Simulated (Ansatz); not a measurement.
Results of BLYP (Ansatz, a first-principles code, plane waves, PAW) for L1₂ (Cu3Au-type) Al3Sc.

Run with plane-wave cutoff 520 eV, 14×14×14 k mesh, Fermi–Dirac smearing 0.05 eV, scalar-relativistic PAW data made under PBE.

The volume scan:

```csv
V (Å³/atom),E − E_lowest (meV/atom)
16.819,16.74
17.177,7.16
17.535,1.72
17.892,0.00
18.250,1.60
18.608,6.18
18.966,13.42
```

### Question
Fit the third-order Birch–Murnaghan equation and give B0 and B′.

### Answer
V0 = 17.893 Å³/atom, B0 = 74.3 GPa, B′ = 4.5 (fit to the energies at full precision).

Measured, for comparison: bulk modulus 91.5 ± 1 GPa (298 K, not corrected to a static lattice, polycrystal; as tabulated in A Combined Experimental and First-Principles Based Assessment of …); equilibrium volume per atom 17.27 Å³/atom (room temperature, not corrected to a static lattice; as tabulated in A Combined Experimental and First-Principles Based Assessment of …). Computed (rounded) less measured: bulk modulus -19 %, equilibrium volume per atom +3.6 %.
